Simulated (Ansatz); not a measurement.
Consider PbTe in the rock salt structure (space group Fm-3m, No. 225; a = 6.3796 Å).

Calculations: Ansatz (a program for electronic structure), LDA, PAW, cutoff 420 eV, without spin-orbit coupling.

For the base:

| Quantity | Result |
|---|---|
| Hole mass | 0.33 mₑ along k, 0.065 mₑ across (at L) |
| Band gap | 0.57 eV |

Perturbation: every lattice vector is stretched by 1.50 %, atoms relaxed at fixed cell.

What does the calculation give for the hole mass after the change?

The hole mass becomes 0.39 mₑ along k, 0.077 mₑ across (at L) (base: 0.33 mₑ along k, 0.065 mₑ across (at L)).

What happens to the band gap?

The band gap grows by 0.09 eV, from 0.57 eV to 0.66 eV.

Estimate the effect on the energy relative to the base.

The energy grows by 9.5 meV/atom.

With Pb and Te present, leaving out spin-orbit coupling can change the band edges. The cells carry an imposed strain or load. Masses are band curvatures over ±0.01 Å⁻¹ around the edge. Along k means along the line from Γ to the band edge. Whether these cells are dynamically stable was not tested.
